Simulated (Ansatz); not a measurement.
The parent structure is Li in the bcc (W type) structure (space group Im-3m, No. 229; a = 3.434 Å; relaxed with 0.1 eV smearing).

Structures relaxed with PBEsol in Ansatz (plane waves to 420 eV, PAW, spin-orbit coupling left out).

Base:

Simulated powder pattern, Cu Kα, λ = 1.54184 Å (kinematic, ideal powder, no thermal factors, no anomalous dispersion; the 8 strongest lines at most, above 2 %, up to 2θ = 90°):

```json
[
 {"2θ (°)": "37.02", "I/Imax (%)": "100", "hkl": "(110)"},
 {"2θ (°)": "53.35", "I/Imax (%)": "17", "hkl": "(200)"},
 {"2θ (°)": "66.71", "I/Imax (%)": "34", "hkl": "(211)"},
 {"2θ (°)": "78.83", "I/Imax (%)": "10", "hkl": "(220)"}
]
```

One thing is altered: every lattice vector is shortened by 1.50 %, atoms relaxed at fixed cell.

After the change:

Simulated powder pattern, Cu Kα, λ = 1.54184 Å (kinematic, ideal powder, no thermal factors, no anomalous dispersion; the 8 strongest lines at most, above 2 %, up to 2θ = 90°):

```csv
2θ (°),I/Imax (%),hkl
37.60,100,(110)
54.23,17,(200)
67.87,34,(211)
80.27,10.0,(220)
```

The indices refer to the base's conventional cell; one index is shown for lines that coincide.

The cells carry an imposed strain or load. No phonon test of stability was made.

Ansatz is a quantum-chemistry and plane-wave program.
